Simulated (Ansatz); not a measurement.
Base system: Hf in the hcp (Mg type) structure (space group P6_3/mmc, No. 194; a = 3.158 Å, c = 5.004 Å; relaxed with 0.1 eV smearing).

All numbers come from PBEsol/PAW in Ansatz (a first-principles code), scalar-relativistic without spin-orbit coupling.

For the base:

| Item | Result |
|---|---|
| Pressure | 0.0 GPa |
| Band gap | zero |

The change: the cell is scaled by 1.0150 in all directions, atoms relaxed at fixed cell.

Task: What happens to the energy relative to the base, pressure and band gap?

Result: The energy rises by 15 meV/atom; the pressure (mean of the normal stresses, compression positive) goes from zero to -4.7 GPa; the band gap stays zero.

The cells carry an imposed strain or load. Stability against distortions was not tested. The final runs are not spin-polarised.
